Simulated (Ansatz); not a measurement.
The reference is InP in the zinc blende structure (space group F-43m, No. 216; a = 5.907 Å). Axes: x, y, z lie along the cube axes.

It is then changed as follows: biaxial strain −1.25 %, plane normal [111], relaxed out of plane (Cartesian); in-plane vectors clamped, the third vector and the atoms free.

Computed with r2SCAN (Ansatz, a quantum-chemistry and plane-wave program, PAW, no spin-orbit coupling).

Q: Give the band edges at the high-symmetry points of the new zone, measured from its valence-band maximum.

A: 
```csv
point,valence edge (eV),conduction edge (eV)
Γ,0.00,1.07
T,-0.96,1.98
H₂,-3.02,4.47
H₀,-3.02,4.47
L,-1.02,1.74
S₀,-2.10,2.50
S₂,-2.10,2.50
F,-2.36,1.95
```

The gap is 1.07 eV, direct at Γ.

No phonon test of stability was made. k-point labels follow each cell's own Brillouin zone.
